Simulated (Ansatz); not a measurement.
## Al2O3: energy against strain

Al2O3 (corundum, R-3c, 8.562 Å³/atom at rest, c along z) under a strain ε along c (axis z), the other axes held. PBEsol in Ansatz, a plane-wave DFT program (PAW, default set), 420 eV, 8×8×8 Γ-centred mesh, Fermi-Dirac smearing 0.05 eV; ions are relaxed within the symmetry of each cell.

Here s stands for strain and y for E less E0.

```
strain (%)  E less E0 (meV/atom)
----------  --------------------
-3.00                          ?
-1.50                       2.88
-0.75                       0.71
0.00                        0.00
0.75                        0.70
1.50                        2.76
```

### Question
Using a parabola, estimate the missing y at s = -3.00 from the other rows, showing the fit.

### Answer
Least squares gives y = 0.000 - 0.0333·s + 1.2533·s². Residuals (row less fit): 0.010, -0.020, 0.000, 0.020, -0.010; standard error 0.022 (degrees of freedom: 2). Twice the quadratic coefficient over the volume, 2 × 1.2533 meV × 10⁴ × 0.1602 / 8.562 Å³, is the elastic constant C33 = 469 ± 4 GPa. At the withheld row, y = 0.000 - 0.0333 × (-3.00) + 1.2533 × (-3.00)² = 11.380 meV/atom. The calculation gives 11.56 meV/atom, 0.180 meV/atom above the prediction (1.6 % of the range of y in the table). The row lies outside the fitted rows, so this is an extrapolation. From the scatter of the fitted rows alone, a prediction at this place has a standard error of 0.092 meV/atom, so the miss is 2.0 times that.

One order more, fitted to all 9 runs of the series, follows each within 0.02, so the miss is the next term of a smooth law. Rows are the converged runs of the series near zero and its far end; series whose fitted rows scatter by over a few per cent of the range, as at a crossing or softening among them, aren't shown in this form. Most that stay on the fit to the last digits aren't either.
